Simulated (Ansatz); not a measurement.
## InAs under a change: biaxial strain +1.00 %, plane normal [001], relaxed out of plane

Start from InAs in the zinc blende structure (space group F-43m, No. 216; a = 6.087 Å). Axes: x, y, z lie along the cube axes.

One thing is altered: biaxial strain +1.00 %, plane normal [001], relaxed out of plane (Cartesian); in-plane vectors clamped, the third vector and the atoms free.

All numbers come from Ansatz (a quantum-chemistry and plane-wave program) PBEsol, scalar-relativistic without spin-orbit coupling. Settings: 9×9×9 k-points, 0.05 eV Fermi–Dirac smearing.

The space group changes from F-43m (No. 216) to I-4m2 (No. 119) and the energy increases by 1.3 meV/atom. The pressure (mean of the normal stresses, compression positive) goes from zero to -0.5 GPa and the band gap becomes 0.06 eV (base: zero) (uncertain: the edges found look like a band crossing or inverted bands; the changed cell). The out-of-plane strain comes out as -1.14 % (rough) and the mean in-plane stress (compression positive) is -0.7 GPa (rough).

Final structure (turned so that z lies along the plane normal):

```
CELL_PARAMETERS angstrom
      4.34740     0.00000     0.00000
      0.00000     4.34740     0.00000
      2.17370    -2.17370     3.00894
ATOMIC_POSITIONS crystal
  In 0.00000 0.00000 0.00000
  As 0.75000 0.75000 0.50000
```

Without a gap, meshes like the base's 9×9×9 leave anisotropic stresses uncertain by several tenths of a GPa, and small strain energies with them. No phonon test of stability was made. All final runs are without spin polarisation. A zero or small gap of InAs can be the functional's error rather than a property of the material.
